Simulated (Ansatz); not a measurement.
The cell is made up: elements placed on another compound's structure type, so the phase may be hypothetical.

The decay constant κ of evanescent states in the gap governs leakage through a thin film.

Consider the following.

```yaml
crystal:
  lattice:
    - [7.21405, 0.00000, 0.00000]
    - [0.00000, 7.21405, 0.00000]
    - [0.00000, 0.00000, 7.21405]
  atoms:
    - { symbol: Cd, position: [0.75000, 0.00000, 0.50000] }
    - { symbol: Cd, position: [0.50000, 0.75000, 0.00000] }
    - { symbol: Cd, position: [0.50000, 0.25000, 0.00000] }
    - { symbol: Cd, position: [0.25000, 0.00000, 0.50000] }
    - { symbol: Cd, position: [0.00000, 0.50000, 0.75000] }
    - { symbol: Cd, position: [0.00000, 0.50000, 0.25000] }
    - { symbol: S, position: [0.75000, 0.50000, 0.00000] }
    - { symbol: S, position: [0.00000, 0.75000, 0.50000] }
    - { symbol: S, position: [0.00000, 0.25000, 0.50000] }
    - { symbol: S, position: [0.25000, 0.50000, 0.00000] }
    - { symbol: S, position: [0.50000, 0.00000, 0.75000] }
    - { symbol: S, position: [0.50000, 0.00000, 0.25000] }
```

Space group of this cell: Pm-3n. The cell was relaxed by PBE-D3(BJ).

Transport runs along the normal of the first two printed cell vectors.

The gap is the functional's own. No spin-orbit coupling. Mid-gap values are interpolated on the energy grid.

**Question.** Estimate the band gap and the smallest decay constant κ at mid-gap that Ansatz (a quantum-chemistry and plane-wave program) with r2SCAN returns for this system.

**Answer.** Gap 1.76 eV on a 4×4×4 mesh; κ = 0.137 1/Å, at the zone centre.
